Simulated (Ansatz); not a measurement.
Take CuI in the zinc blende structure (space group F-43m, No. 216) as the base.

```cif
data_Cu4I4
_chemical_formula_sum 'I4 Cu4'
_space_group_name_H-M_alt 'F-43m'
_space_group_IT_number 216
_space_group_name_Hall 'F -4 2 3'
_cell_length_a 6.07781
_cell_length_b 6.07781
_cell_length_c 6.07781
_cell_angle_alpha 90.000
_cell_angle_beta 90.000
_cell_angle_gamma 90.000
loop_
_atom_site_label
_atom_site_type_symbol
_atom_site_symmetry_multiplicity
_atom_site_Wyckoff_symbol
_atom_site_fract_x
_atom_site_fract_y
_atom_site_fract_z
_atom_site_occupancy
I1 I 4 c 0.25000 0.25000 0.25000 1
Cu1 Cu 4 a 0.00000 0.00000 0.00000 1
```
(The calculation used a cell of 2 atoms; values per cell refer to that cell.)

The other end (x = 1) is CuCl in the zinc blende structure (space group F-43m, No. 216): 19.94 Å³/atom, gap 0.52 eV.

Computed with PBE/PAW in Ansatz (a quantum-chemistry and plane-wave program), without spin-orbit coupling, earlier PAW set.

Cl replaces a fraction x of I; each row is one arrangement (x, atoms in the cell, starting space group or random), fully relaxed.

One change was made to it. Results:

| quantity | base | after |
|---|---|---|
| mean first-shell distances | – | I–Cu 2.585 Å (end compound 2.632 Å), Cl–Cu 2.430 Å (end compound 2.348 Å) |
| valence-band top at Γ (three highest levels, from the VBM) | 0.00, 0.00, 0.00 eV | 0.00, 0.00, -0.25 eV |
| mixing energy | – | +37 meV/atom |

Question: Name the change that was made.
A. x(Cl) = 0.75, 8 atoms, Pmm2
B. x(Cl) = 0.5, 4 atoms, R3m
C. x(Cl) = 0.75, 8 atoms, Amm2

Answer: B, x(Cl) = 0.5, 4 atoms, R3m. For comparison, the mixing energy in the other runs: x(Cl) = 0.75, 8 atoms, Pmm2 gives +17 meV/atom; x(Cl) = 0.75, 8 atoms, Amm2 gives +25 meV/atom.

These are small ordered cells, not random alloys; other orderings at the same x differ. With I present, leaving out spin-orbit coupling can change the band edges. Stability against distortions was not tested. No Hubbard U is applied. The final runs are not spin-polarised.
